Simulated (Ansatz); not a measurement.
Functionals compared on the (31-41) surface of hcp Os in its 1x1 cell, outermost plane spacing 0.11 Å in the ideal cut, in Ansatz (plane waves, PAW). The structure was relaxed with PBE; the other rows are single points on it, each with its references at the same level. Cutoff 420 eV (500 eV for r2SCAN).

Slab: 34 atoms, 10.6 Å thick at the start; k 7x5x1, smearing 0.1 eV, dipole-corrected; all atoms relaxed; held to the start's symmetry, so lower structures may exist; no spin, no spin-orbit, no U. These notes are the PBE run's.

```csv
functional,surface energy (J/m²),work function of the top face (eV),rough cost of the single point
PBE,3.87,4.83,–
LDA,4.47,5.16,about 16 core-minutes (a rough figure)
PBEsol,4.34,4.94,very roughly 20 core-minutes
RPBE,[?],[?],very roughly 22 core-minutes
r2SCAN,4.16,4.86,about 40 core-minutes (a rough figure)
```

Fill in the missing entries.


- RPBE, surface energy (J/m²): 3.63
- RPBE, work function of the top face (eV): 4.68

Ansatz is a quantum-chemistry and plane-wave program.
